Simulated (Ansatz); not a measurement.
NiSi (model structure, started from the CoSn type, P6/mmm, No. 191, 6 atoms in the cell): c axis length by level of theory

No measured value is used here.

```tsv
level (code)	value (Å)
PBE (Ansatz)	3.820
PBEsol (Ansatz)	3.784
PBE-D3(BJ) (Ansatz)	3.779
```

PBE, PBEsol, PBE-D3(BJ): the starting moments vanished in the run, and other orders were not tried. Ansatz's density-functional and Hartree–Fock values are scalar-relativistic unless marked +SOC, with PAW data made under PBE.

A model structure was made by putting elements into a prototype or built by hand; it is no filed structure, need not be a known phase, and can be a saddle point held by its symmetry.

Ansatz is an electronic-structure program.
